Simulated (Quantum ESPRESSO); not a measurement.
Input and output of a self-consistent single point for TiTeS (P3m1, 3 atoms in the cell) (Quantum ESPRESSO).

Method of the run: PBEsol, GBRV 1.5 ultrasoft (PBESOL) pseudopotentials (plane waves; Quantum ESPRESSO 7.5).

```yaml
crystal:
  lattice:
    - [3.60350, 0.00000, 0.00000]
    - [-1.80175, 3.12072, 0.00000]
    - [0.00000, 0.00000, 6.52559]
  atoms:
    - { symbol: Ti, position: [0.33333, 0.66667, 0.03327] }
    - { symbol: Te, position: [0.00000, 0.00000, 0.74701] }
    - { symbol: S, position: [0.66667, 0.33333, 0.21972] }
```

Reference input (self-consistent single point, DFT, PBEsol, plane waves, GBRV 1.5 ultrasoft (PBESOL) pseudopotentials): ecutwfc = 50 Ry; ecutrho = 400 Ry; occupations = smearing; smearing = fd; degauss = 0.0073499 Ry; potentials = {Ti: ti_pbesol_v1.4.uspp.F.UPF, Te: te_pbesol_v1.uspp.F.UPF, S: s_pbesol_v1.4.uspp.F.UPF}; K_POINTS = automatic 11 11 5 0 0 0; conv_thr = 1e-10 Ry; mixing_beta = 0.7. This run's input differs from it in these lines:

```diff
@@ -32,3 +32,3 @@
 K_POINTS {automatic}
-11 11 5  0 0 0
+14 14 7  0 0 0
```

Output (repeated stretches shortened):

```
     Self-consistent Calculation

     iteration #  1     ecut=    50.00 Ry     beta= 0.70

     negative rho (up, down):  6.157E-04 0.000E+00

     total energy              =    -169.62294987 Ry
     estimated scf accuracy    <       0.35825820 Ry

     iteration #  2     ecut=    50.00 Ry     beta= 0.70

     negative rho (up, down):  7.419E-04 0.000E+00

     total energy              =    -169.52813549 Ry
     estimated scf accuracy    <       2.27135996 Ry

     iteration #  3     ecut=    50.00 Ry     beta= 0.70

     negative rho (up, down):  6.543E-04 0.000E+00

     total energy              =    -169.80228233 Ry
     estimated scf accuracy    <       0.07623343 Ry

   [... 9 blocks of this kind left out ...]

     iteration # 13     ecut=    50.00 Ry     beta= 0.70

     negative rho (up, down):  6.384E-04 0.000E+00

     total energy              =    -169.82230671 Ry
     estimated scf accuracy    <          1.3E-10 Ry

     iteration # 14     ecut=    50.00 Ry     beta= 0.70

     negative rho (up, down):  6.384E-04 0.000E+00
     End of self-consistent calculation

     Number of k-points >= 100: set verbosity='high' to print the bands.

     the Fermi energy is     7.2275 ev

!    total energy              =    -169.82230671 Ry
     estimated scf accuracy    <          1.6E-12 Ry
     smearing contrib. (-TS)   =      -0.00291680 Ry
     internal energy E=F+TS    =    -169.81938991 Ry

     convergence has been achieved in  14 iterations

     negative rho (up, down):  6.384E-04 0.000E+00

     Forces acting on atoms (cartesian axes, Ry/au):

     atom    1 type  1   force =     0.00000000    0.00000000    0.00673236
     atom    2 type  2   force =     0.00000000    0.00000000   -0.00048844
     atom    3 type  3   force =     0.00000000   -0.00000000   -0.00624391

     Total force =     0.009195     Total SCF correction =     0.000005

     negative rho (up, down):  6.384E-04 0.000E+00
          total   stress  (Ry/bohr**3)                   (kbar)     P=      -26.27
  -0.00022624   0.00000000   0.00000000          -33.28        0.00        0.00
   0.00000000  -0.00022624   0.00000000            0.00      -33.28        0.00
   0.00000000   0.00000000  -0.00008324            0.00        0.00      -12.24

   JOB DONE.
```

The run converged in 14 iterations. Against the reference run the free energy is nearly the same (within 1 meV/atom), the pressure hardly changes (-2.62 to -2.63 GPa) and the largest force goes from 0.167 to 0.173 eV/Å.

The starting cell comes from a database of computed structures (which also holds hypothetical and non-ambient phases and stackings), without a prior relaxation at this level. Spin polarisation is off, so a magnetic state, if there is one, cannot be reached.

Cost on one core of a shared machine: roughly 4 min.
